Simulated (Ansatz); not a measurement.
A periodic model of amorphous Ta$_{27}$N$_{22}$:

```xyz
49
Lattice="8.4992 0.0000 0.0000 0.0000 8.4992 0.0000 0.0000 0.0000 8.4992" Properties=species:S:1:pos:R:3 pbc="T T T"
Ta     1.2390     5.5327     0.3046
Ta     7.1687     1.4136     2.6701
Ta     7.8556     1.3004     5.8848
Ta     3.6929     2.2196     0.5197
Ta     4.6708     8.2053     7.0929
Ta     7.9413     6.6505     5.0484
Ta     6.4928     1.6583     0.0325
Ta     4.3485     5.3005     8.0889
Ta     5.3524     8.3925     4.3993
Ta     0.3460     7.7142     2.1438
Ta     4.7530     5.5149     4.8902
Ta     1.7734     0.3317     7.4436
Ta     6.6827     3.9871     1.3878
Ta     7.6618     4.1787     7.1184
Ta     7.2446     3.7377     4.3726
Ta     2.4702     7.5252     4.0504
Ta     0.6447     2.5911     0.5012
Ta     1.6413     1.7384     2.9481
Ta     6.2063     6.4880     2.1605
Ta     3.6744     4.9665     2.2770
Ta     4.4828     2.5064     3.3410
Ta     3.6591     7.7521     1.2638
Ta     4.9421     2.6478     6.2923
Ta     2.0082     2.9757     5.6894
Ta     2.0069     5.8988     6.2058
Ta     7.3616     7.4513     8.1227
Ta     1.0386     4.8454     3.1744
N      7.2335     7.8873     3.4040
N      6.6530     7.9808     6.0731
N      8.3196     0.8455     7.8822
N      5.6308     4.5853     3.1700
N      1.1162     7.9177     5.6073
N      4.3806     6.9080     3.1689
N      5.4301     7.0751     0.2859
N      5.6772     3.6014     8.0603
N      0.0699     6.1258     7.2078
N      3.5521     4.4159     6.2577
N      6.1476     1.8860     4.6062
N      2.6710     4.0120     0.5628
N      2.5885     3.4838     3.6760
N      0.5393     4.5898     5.2387
N      2.8907     7.0458     7.8660
N      2.0410     6.4387     2.1232
N      5.0765     1.1021     1.6865
N      6.5265     5.2278     5.7250
N      3.2719     1.5273     6.7795
N      8.4197     3.1046     2.5693
N      2.0583     0.8025     1.0724
N      3.4131     0.8418     3.9371
```

Method: PBE, scalar-relativistic without spin-orbit coupling (plane waves to 420 eV, PAW; Ansatz, a program for electronic structure). The usual formal charges leave 69 electrons over, so the level spacing at the Fermi energy parts defect or band states and needn't be the band gap.

Preparation: random packing, a CHGNet melt and quench, and a DFT relaxation. N atoms were pushed apart under 1.9 Å during the dynamics, to hinder bonds among them. The hot cell started wider than the set density and was brought back towards it in steps. It is the lowest in DFT energy of 2 quenches. It is a model cell: composition and starting density were chosen by hand, and all elements were melted together. No dispersion term was used. Its density started from a set value of 15.03 and ended at 14.05 g/cm³. The simulated quench (nominally 300 K/ps over its main leg) is rapid and tends to freeze in more defects than a deposited or slowly cooled glass has. One small periodic cell is one sample of the glass; other quenches scatter about these values. The volume was free in the relaxation, at fixed shape. Stress components on the final sampling reach 4.7 GPa. On a 2×2×2 Γ-centred mesh force components of up to 0.36 eV/Å stay, since the relaxation ran on one k-point at (1/4, 1/4, 1/4).

Cut-offs for bonds: Ta-Ta 3.12 Å, Ta-N 2.72 Å, N-N 1.70 Å. Two cations that share two anions don't count as bonded, nor two that share one unless they lie closer than Ta-Ta 3.04 Å.

**Question.** Give the coordination numbers, mean bond lengths and angles.

**Answer.** 
| Quantity | Result |
|---|---|
| Mean coordination of Ta by anions | 4.33 (3 with 3, 14 with 4, 8 with 5, 2 with 6); 62 close contacts or bonds to cations besides |
| Mean coordination of N | 5.32 (2 with 4, 11 with 5, 9 with 6) |
| Mean Ta-N bond | 2.199 Å (spread 0.107 Å, 117 counted) |
| Mean Ta-Ta close contact | 2.904 Å (spread 0.099 Å, 31 counted) |
| Bond angle at Ta | mean 99.9°, spread 31.5° |
| Bond angle at N | mean 105.9°, spread 29.3° |
